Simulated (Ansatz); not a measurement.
Reference: Cu₂As (P4/nmm), PBEsol, DFPT electron-phonon coupling, linearised Boltzmann equation (plane waves, PAW, scalar-relativistic; Ansatz, a program for electronic structure); geometry: relaxed with this functional, without spin-orbit coupling.

```cif
data_As2Cu4
_chemical_formula_sum 'Cu4 As2'
_space_group_name_H-M_alt 'P4/nmm :1'
_space_group_IT_number 129
_space_group_name_Hall 'P 4ab 2ab -1ab'
_cell_length_a 3.75088
_cell_length_b 3.75088
_cell_length_c 5.83351
_cell_angle_alpha 90.000
_cell_angle_beta 90.000
_cell_angle_gamma 90.000
loop_
_space_group_symop_operation_xyz
  'x, y, z'
  '-y+1/2, x+1/2, z'
  '-x, -y, z'
  'y+1/2, -x+1/2, z'
  'x+1/2, -y+1/2, -z'
  '-y, -x, -z'
  '-x+1/2, y+1/2, -z'
  'y, x, -z'
  '-x+1/2, -y+1/2, -z'
  'y, -x, -z'
  'x+1/2, y+1/2, -z'
  '-y, x, -z'
  '-x, y, z'
  'y+1/2, x+1/2, z'
  'x, -y, z'
  '-y+1/2, -x+1/2, z'
loop_
_atom_site_label
_atom_site_type_symbol
_atom_site_symmetry_multiplicity
_atom_site_Wyckoff_symbol
_atom_site_fract_x
_atom_site_fract_y
_atom_site_fract_z
_atom_site_occupancy
Cu1 Cu 2 a 0.00000 0.00000 0.00000 1
Cu2 Cu 2 c 0.50000 0.00000 0.29752 1
As1 As 2 c 0.00000 0.50000 0.29053 1
```

The resistivity at 300 K is 13.4 μΩ·cm and the mean free path at 300 K is 8.1 nm. The electron-phonon coupling λ is 0.43 and the logarithmic mean phonon energy is 10.8 meV.

Question: Replace As by Sb on the same sites and relax. What happens?

Answer: Cu$_{2}$Sb (P4/nmm): volume per atom 13.7 to 15.8 Å³; resistivity at 300 K falls (13.4 μΩ·cm to 9.3 μΩ·cm); mean free path at 300 K rises (8.1 nm to 12.9 nm); electron-phonon coupling λ falls (0.43 to 0.32); logarithmic mean phonon energy stays about the same (10.8 meV to 11.6 meV).

Moves up to 14 % count as about the same. Metals; harmonic phonons alone scatter; means over directions. The mean free path is weighted by the current that each state carries. Halving the electron mesh moves these values by up to 9 %; q meshes are mostly untested. Some of the runs warned that the eigensolver left states short of its tolerance. Spin-orbit coupling is left out.

Formula and space group known from diffraction (Crystallography Open Database), not checked to be the room-temperature form: Cu2As (P4/nmm), Cu2Sb (P4/nmm).
